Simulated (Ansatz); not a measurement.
Consider AlN in the wurtzite structure (space group P6_3mc, No. 186).

```
AlN
1.0
    3.08878     0.00000     0.00000
   -1.54439     2.67496     0.00000
    0.00000     0.00000     4.94326
Al N
2 2
Direct
  0.33333   0.66667   0.00000
  0.66667   0.33333   0.50000
  0.33333   0.66667   0.38200
  0.66667   0.33333   0.88200
```

Cartesian axes are those of the cell as printed.

The values are results of DFT with LDA, PAW potentials and a 420 eV plane-wave cutoff in Ansatz (a quantum-chemistry and plane-wave program), no SOC, not measurements.

For the base:

- Valence-band top at Γ: 0.00, -0.23, -0.23 eV

It is then changed as follows: biaxial strain +0.60 %, plane normal [001], relaxed out of plane (Cartesian); in-plane vectors clamped, the third vector and the atoms free.

Q: What happens to the valence-band top at Γ?

A: The valence-band top at Γ (three highest levels, from the VBM) changes from 0.00, -0.23, -0.23 eV to 0.00, -0.31, -0.31 eV.

Q: Predict the new out-of-plane strain.

A: The out-of-plane strain comes out as -0.37 %.

Q: What does the calculation give for the in-plane stress after the change?

A: The mean in-plane stress (compression positive) amounts to -2.8 GPa.

The levels and masses belong to the bands next to the band gap. Stability against distortions was not tested.
